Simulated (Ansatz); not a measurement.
Band structure of Mg6AlCd (Amm2, 8 atoms in the cell).

```
CELL_PARAMETERS angstrom
      5.07313     0.00000     0.00000
      0.00000     3.13382     5.46912
      0.00000    -3.13382     5.46912
ATOMIC_POSITIONS crystal
  Mg 0.00000 0.33411 0.83347
  Mg 0.00000 0.83347 0.33411
  Mg 0.00000 0.33303 0.33303
  Mg 0.50000 0.16246 0.66774
  Mg 0.50000 0.66774 0.16246
  Mg 0.50000 0.16694 0.16694
  Al 0.00000 0.83604 0.83604
  Cd 0.50000 0.66620 0.66620
```

Computed with PBEsol, PAW files made with PBE (plane waves; Ansatz, a first-principles code).

Settings: kpoints.mp_grid.grid = 3 3 3; hamiltonian.xc = pbesol; hamiltonian.pseudopotentials = {kind: paw} (the program's default PAW files); scf.occupations.method = fermi_dirac; scf.occupations.width = 0.1 eV; kpoints.band_path.npoints = 8.

The starting cell comes from a database of computed structures (which also holds hypothetical and non-ambient phases and stackings), without a prior relaxation at this level.

Levels in eV from the Fermi level, bands 38 to 45:
```csv
point,38,39,40,41,42,43,44,45
Γ,-2.32,-2.16,-2.10,-2.03,-1.24,2.08,2.63,2.72
X,-0.91,-0.89,-0.84,-0.15,-0.04,-0.03,0.24,0.34
S,-1.10,-0.62,-0.44,-0.22,0.70,0.79,1.32,1.34
R,-2.47,-2.33,-2.27,-2.16,1.71,2.23,2.25,2.47
A,-4.07,-4.03,-0.23,0.16,0.37,0.76,1.08,1.37
Z,-1.70,-1.53,-1.35,-1.23,-1.06,-1.00,-0.45,-0.19
Y,-1.01,-0.76,-0.56,-0.15,0.59,0.83,1.08,1.40
X1,-0.91,-0.89,-0.84,-0.15,-0.04,-0.03,0.24,0.34
A1,-4.07,-4.03,-0.23,0.16,0.37,0.76,1.08,1.37
T,-2.47,-2.26,-2.21,-2.08,1.63,2.09,2.41,2.56
```

Bands cross the Fermi level along this path, so the cell is metallic at this level.

Keys are those of Ansatz 0.2.
